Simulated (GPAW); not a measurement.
Input and output of a self-consistent single point for Si2Mo (I4/mmm, 3 atoms in the cell) (GPAW).

Method: PBE, GPAW PAW datasets PBE (gpaw-data 1.0.1) (plane waves; GPAW).

The change in words: lattice scaled by 0.98. Reference geometry:
```yaml
crystal:
  lattice:
    - [-1.61495, 1.61495, 3.93936]
    - [1.61495, -1.61495, 3.93936]
    - [1.61495, 1.61495, -3.93936]
  atoms:
    - { symbol: Si, position: [0.66457, 0.66457, 0.00000] }
    - { symbol: Si, position: [0.33543, 0.33543, 0.00000] }
    - { symbol: Mo, position: [0.00000, 0.00000, 0.00000] }
```

Reference input (self-consistent single point, DFT PBE, plane waves, GPAW PAW datasets PBE (gpaw-data 1.0.1)): mode = pw; ecut = 550 eV; xc = PBE; kpts = 14 14 14; mesh shift (steps) = 0 0 0; occupations.name = methfessel-paxton; occupations.width = 0.272 eV; occupations.order = 0; nbands = -9; convergence.forces = 0.001 eV/Å; symmetry.symmorphic = false; symmetry.tolerance = 0.0005. This run's input differs from it in these lines:

```diff
@@ -5,7 +5,7 @@
 atoms = Atoms(['Si', 'Si', 'Mo'],
-              cell=[[-1.614947, 1.614947, 3.939360],
-                    [1.614947, -1.614947, 3.939360],
-                    [1.614947, 1.614947, -3.939360]],
-              positions=[[-0.000000, 0.000000, 5.235961],
-                         [-0.000000, 0.000000, 2.642759],
+              cell=[[-1.582648, 1.582648, 3.860573],
+                    [1.582648, -1.582648, 3.860573],
+                    [1.582648, 1.582648, -3.860573]],
+              positions=[[0.000000, -0.000000, 5.131242],
+                         [0.000000, -0.000000, 2.589904],
                          [0.000000, 0.000000, 0.000000]],
```

Log, with long lists cut:

```
     iter     time        total  log10-change:
                         energy   eigst   dens  force
iter:   1 --:--:--   -24.362689
iter:   2 --:--:--   -24.157695   -0.77  -1.12
iter:   3 --:--:--   -23.489890   -1.27  -1.15
iter:   4 --:--:--   -23.511988   -2.87  -1.30
iter:   5 --:--:--   -23.461120   -1.74  -1.35
iter:   6 --:--:--   -23.439651   -2.93  -2.05
iter:   7 --:--:--   -23.437170   -3.52  -2.15
iter:   8 --:--:--   -23.437529c  -4.25  -2.69
iter:   9 --:--:--   -23.436952c  -4.55  -2.58
iter:  10 --:--:--   -23.436955c  -5.81  -3.55
iter:  11 --:--:--   -23.436954c  -7.58c -3.75
iter:  12 --:--:--   -23.436947c  -6.49  -3.76
iter:  13 --:--:--   -23.436950c  -6.71  -3.79
iter:  14 --:--:--   -23.436949c  -7.76c -3.81
iter:  15 --:--:--   -23.436948c  -7.40c -3.83
iter:  16 --:--:--   -23.436947c  -6.89  -3.89
iter:  17 --:--:--   -23.436947c  -8.41c -4.07c
iter:  18 --:--:--   -23.436947c  -7.61c -4.09c -2.17
iter:  19 --:--:--   -23.436947c  -9.26c -4.40c -3.05c
Converged after 19 iterations.

Dipole moment: (-0.000000, -0.000000, 0.000000) |e|*Ang

Energy contributions relative to reference atoms: (reference = -125906.761132)

Kinetic:         +9.907725
Potential:       -8.578258
External:        +0.000000
XC:             -24.454706
Entropy (-ST):   -0.009781
Local:           -0.306817
SIC:             +0.000000
--------------------------
Free energy:    -23.441838
Extrapolated:   -23.436947

Showing only first 2 kpts
 Kpt  Band  Eigenvalues  Occupancy
  0     9      9.98211    2.00000
  0    10     13.05653    0.05036
  0    11     15.77828    0.00000
  0    12     16.10798    0.00000

  1     9     10.66458    2.00000
  1    10     12.43790    1.79216
  1    11     15.61074    0.00000
  1    12     16.12870    0.00000

Fermi level: 12.68015

No gap
No difference between direct/indirect transitions
Energy (eV): -23.436947

Forces in eV/Ang:
  0 Si   -0.00000    0.00000    0.21349
  1 Si    0.00000    0.00000   -0.21349
  2 Mo    0.00000    0.00000    0.00000

Stress tensor:
    -0.073413     0.000000    -0.000000
     0.000000    -0.073413    -0.000000
    -0.000000    -0.000000    -0.093557
Stress (GPa, Voigt): [-11.762  -11.762  -14.9895  -0.      -0.       0.    ]
```

The run converged in 19 iterations. GPAW prints stress with tension positive. Against the reference run the free energy goes up by 28.0 meV/atom, the pressure goes from -1.10 to 12.84 GPa and the largest force goes from 0.055 to 0.213 eV/Å.

The starting cell comes from a database of computed structures (which also holds hypothetical and non-ambient phases and stackings), without a prior relaxation at this level. Its lattice was rescaled by a random factor within 2.5 % of one. For this run, on top of that: lattice scaled by 0.98. Spin polarisation is off. With a pressure of about 13 GPa the cell is away from its equilibrium volume at this level.

Cost on one core of a shared machine: roughly 3 min.
